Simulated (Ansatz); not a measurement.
## How a calculation on Ni6SnSb (P1, 8 atoms in the cell) responds to its settings

```yaml
crystal:
  lattice:
    - [4.23675, 0.00000, 0.00000]
    - [0.00000, 5.27443, 0.00000]
    - [0.00000, 0.00000, 4.48066]
  atoms:
    - { symbol: Ni, position: [0.49527, 0.74772, 0.82539] }
    - { symbol: Ni, position: [0.49875, 0.25671, 0.84207] }
    - { symbol: Ni, position: [0.00216, 0.74898, 0.17169] }
    - { symbol: Ni, position: [0.00969, 0.25296, 0.17338] }
    - { symbol: Ni, position: [0.99382, 0.49934, 0.69359] }
    - { symbol: Ni, position: [0.50221, 0.99703, 0.29919] }
    - { symbol: Sn, position: [0.00222, 0.99498, 0.66928] }
    - { symbol: Sb, position: [0.49588, 0.50229, 0.32540] }
```

Base run A: PBEsol, default PAW files made with PBE in Ansatz (an electronic-structure program), self-consistent single point.

Its settings: kpoints.mp_grid.grid = 6 5 5; hamiltonian.xc = pbesol; hamiltonian.pseudopotentials = {kind: paw} (the program's default PAW files); scf.occupations.method = gaussian; scf.occupations.width = 0.0037 Ry.

The starting cell comes from a database of computed structures (which also holds hypothetical and non-ambient phases and stackings), without a prior relaxation at this level. Its atoms were displaced at random from the sites of space group no. 25. Spin polarisation is off. Ansatz's pressure includes its estimate of the finite-basis (Pulay) stress.

ΔF is the free energy per atom less that of run A. 

```
run  kpoints.mp_grid.grid, scf.occupations.width  ΔF (meV/atom)  pressure (GPa)  largest force (eV/Å)  TS (meV/atom)  k-points
---  -------------------------------------------  -------------  --------------  --------------------  -------------  --------
A                               6 5 5, 0.0037 Ry           0.00           -1.41                 0.579            0.7        76
B                               5 4 5, 0.0022 Ry           1.60           -1.33                 0.575            0.4        51
C                               5 4 5, 0.0073 Ry          -0.17           -1.31                 0.568            3.8        51
D                                5 4 5, 0.022 Ry          -14.8           -1.04                 0.551           32.9        51
E                               6 5 5, 0.0022 Ry           0.22           -1.41                 0.582            0.2        76
F                               6 5 5, 0.0073 Ry          -1.07           -1.38                 0.576            2.9        76
G                                6 5 5, 0.022 Ry          -14.4           -1.05                 0.555           31.8        76
H                               6 5 6, 0.0022 Ry           1.66           -1.36                 0.569            0.3        92
I                               6 5 6, 0.0073 Ry           0.17           -1.33                 0.561            3.3        92
J                                6 5 6, 0.022 Ry          -13.9           -1.02                 0.549           32.7        92
```

Run G against A: The free energy falls by 14.4 meV/atom, the pressure goes from -1.41 to -1.05 GPa and the largest force goes from 0.579 to 0.555 eV/Å.

Run C against A: The free energy hardly moves (within 1 meV/atom), the pressure moves little (-1.41 to -1.31 GPa) and the largest force goes from 0.579 to 0.568 eV/Å.

Run F against A: The free energy falls by 1.1 meV/atom, the pressure hardly changes (-1.41 to -1.38 GPa) and the largest force hardly changes (0.579 to 0.576 eV/Å).

Keys are those of Ansatz 0.2.
